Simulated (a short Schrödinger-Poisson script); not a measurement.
**Gated Al0.25Ga0.75As/GaAs δ-doped gas**

System: gated Al0.25Ga0.75As/GaAs δ-doped gas, at 300 K.

```
layer        material  thickness (nm)  Na (cm⁻³)
-----  --------------  --------------  ---------
1      Al0.25Ga0.75As              30          -
2      Al0.25Ga0.75As               2          -
3                GaAs            6000       8e14
```

The device is made up for the run: typed textbook-type constants, with dimensions and the other settings drawn at random. Al0.25Ga0.75As: permittivity 12.19, conduction-band edge (eV) 0.198, gap (eV) 1.736, electron mass (mₑ) 0.0878, Nv at 300 K (cm⁻³) 9e18. GaAs: permittivity 12.9, conduction-band edge (eV) 0, gap (eV) 1.424, Nv at 300 K (cm⁻³) 9e18.

Channel valleys (confinement mass, in-plane density-of-states mass, number): Γ 0.067, 0.067, 1. At the gate the conduction-band edge of layer 1 lies 0.95 eV − eVg above the Fermi level of the channel; the field vanishes at the back. Sheet of ionised δ-doping: +1.7e12 e/cm² at 30 nm from the gate. The barrier under the gate holds no holes. Gaps are held at their typed values at every temperature. Mesh 0.08 nm at interfaces.

From a short Schrödinger-Poisson script (our own, NumPy): 1D Poisson equation in equilibrium, electrons quantum, Hartree (BenDaniel-Duke, 40 states a valley, the channel's in-plane mass for all, wave functions free to enter the barrier), parabolic valleys, classical holes, full ionisation, no traps, pinning or gate leakage.

| Vg (V) | electrons (cm⁻²) | in the channel layer | C (μF/cm²) | Γ E0 (meV) | Γ E1 (meV) |
|---|---|---|---|---|---|
| 0.5 | 8.01e11 | 7.67e11 | 0.286 | -3.0 | 40.4 |
| 0.45 | 7.12e11 | 6.85e11 | 0.282 | 1.7 | 43.3 |
| 0.4 | 6.25e11 | 6.04e11 | 0.278 | 6.8 | 46.4 |
| 0.35 | 5.39e11 | 5.23e11 | 0.273 | 12.3 | 50.0 |
| 0.3 | 4.55e11 | 4.43e11 | 0.266 | 18.5 | 54.0 |
| 0.25 | 3.73e11 | 3.65e11 | 0.259 | 25.4 | 58.7 |
| 0.2 | 2.94e11 | 2.89e11 | 0.248 | 33.4 | 64.4 |
| 0.15 | 2.19e11 | 2.15e11 | 0.234 | 43.0 | 71.6 |
| 0.1 | 1.49e11 | 1.47e11 | 0.214 | 54.9 | 81.0 |
| 0.05 | 8.77e10 | 8.67e10 | 0.181 | 70.8 | 94.3 |
| 0 | 3.96e10 | 3.92e10 | 0.129 | 93.3 | 114.6 |
| -0.05 | 1.16e10 | 1.15e10 | 0.0614 | 126.4 | 146.1 |
| -0.1 | 2.24e9 | 2.23e9 | 0.0207 | 169.7 | 188.6 |
| -0.15 | 3.66e8 | 3.63e8 | 0.0106 | 217.0 | 235.6 |
| -0.2 | 5.76e7 | 5.72e7 | 0.00905 | 265.2 | 283.5 |
| -0.25 | 9.06e6 | 9.00e6 | 0.00901 | 313.5 | 331.4 |
| -0.3 | 1.43e6 | 1.42e6 | 0.00922 | 361.8 | 379.3 |

Gate voltages with under 1e6 electrons/cm² are left out.

Subbands count from the Fermi level.
